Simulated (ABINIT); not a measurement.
# Several settings converged on Ag (Fm-3m, 1 atom in the cell)

```
CELL_PARAMETERS angstrom
      0.00000     2.05523     2.05523
      2.05523     0.00000     2.05523
      2.05523     2.05523     0.00000
ATOMIC_POSITIONS crystal
  Ag 0.00000 0.00000 0.00000
```

Base method: PBE, norm-conserving pseudopotentials (PseudoDojo nc-sr-05 PBE standard) (plane waves; ABINIT).

Base settings: pseudos = [Ag.upf]; ecut = 1116 eV; ixc = 11; occopt = 3; tsmear = 0.00367493 Ha; ngkpt = 8 8 8; nshiftk = 1; shiftk = 0 0 0; potentials = PseudoDojo nc-sr-05 PBE standard; nband = 15.

**The width of Gaussian smearing**

In this ladder: occopt = 7; ngkpt = 13 13 13.

Narrow widths need finer meshes than wide ones, so the last steps can hold mesh noise.

Only quantities that move along the ladder and can be compared are tabulated; pressure and forces are left out, as mesh noise rules them at narrow widths.

| tsmear | free energy less the last step's (meV/atom) |
|---|---|
| 0.0367493 Ha | -68.01 |
| 0.0183747 Ha | -18.67 |
| 0.0110248 Ha | -7.40 |
| 0.00734986 Ha | -3.48 |
| 0.00367493 Ha | -0.83 |
| 0.00183747 Ha | 0.00 |

Widest tsmear that holds the free energy within 2 meV/atom of the last step, with all finer ones: 0.00367493 Ha; the step before is off by 3.5 meV/atom.

**The setting tolerance**

The mesh stays at the base's, so the ladder's end is converged at best in this setting alone.

Only quantities that move along the ladder and can be compared are tabulated.

```tsv
toldfe	pressure (GPa)
0.0001 Ha	3.07
1e-05 Ha	2.99
1e-06 Ha	2.99
1e-07 Ha	2.99
1e-08 Ha	3.01
1e-09 Ha	3.01
1e-10 Ha	3.01
```

Coarsest toldfe that holds the pressure within 0.05 GPa of the last step, with all finer ones: 1e-05 Ha; the step before is off by 0.06 GPa.

On the base run: the starting cell has typed, rounded lattice constants, without a prior relaxation at this level. Its lattice was rescaled by up to half a per cent. In the base run, with a pressure of about 3 GPa the cell is away from its equilibrium volume at this level.

Left out of this page: 7 runs of the series outside the window shown, repeating another row's setting, or not comparable.
